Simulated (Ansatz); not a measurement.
**Defect calculation: F interstitial in alpha quartz**

The numbers are results of PBE, PAW (plane waves to 420 eV; Ansatz, an electronic-structure program), not measurements. Cell: 72 sites, 2×2×2; final energies on a 2×2×2 Γ-centred mesh. Site at the start: void with 4O nearest, no. 2. Finite-size correction: monopole term and site-potential alignment. Dielectric constants: PBE linear response of the host. Host gap at this level: 5.68 eV. These values are not converged in cell size to better than tenths of an eV. The semilocal functional narrows the gap, so deep levels can fall outside it. Spin–orbit coupling is left out. Each state is the lowest found from its start.

Formation energies E_f are given with the Fermi level at the valence-band maximum. Chemical conditions: O-rich (Δμ(F) = -1.83 eV, bounded by SiF4 molecule; only phases computed here count, gases as isolated molecules at 0 K); Si-rich (Δμ(F) = -3.91 eV, bounded by SiF4 molecule; only phases computed here count, gases as isolated molecules at 0 K). Reference phases: F: F2 molecule in a box.

The name describes the start; the neighbours show where the added atom ended.

```csv
charge,moment (μB),point group,largest move off a lattice site (Å),neighbours of the added atom at the end (Å),image correction with alignment (eV),"E_f, O-rich (eV)","E_f, Si-rich (eV)"
+1†,not spin-polarised,–,0.80,"Si 1.70, O 2.26, O 2.39, O 2.46, O 2.53, Si 2.74, O 2.79",0.31,–,–
0,1.0,C1,0.99,"Si 1.68, O 2.33, O 2.35, O 2.50, O 2.63, Si 2.78, O 2.79",0.00,2.52,4.60
−1,not spin-polarised,C1,0.96,"Si 1.72, O 2.36, O 2.39, O 2.40, O 2.62",0.26,3.46,5.54
```

† Not settled in this cell, so no level is given: charge +1: a level filled in part, level within 0.1 eV of a band edge or past it.

Point groups are those of the whole cell at tolerances of 0.03 and 0.1 Å ("near" where only the looser one holds); none is given for unsettled states.

No other site or start that was run ended lower by more than 0.1 eV.

Transition levels above the valence-band maximum: ε(0/−1) = 0.94 eV. With a charge missing or unsettled, these needn't be thermodynamic levels.

Flagged in the runs: a doubtful potential alignment, a host whose relaxation on this sampling wasn't shown to rest, a strain field that reaches the edge of the cell.
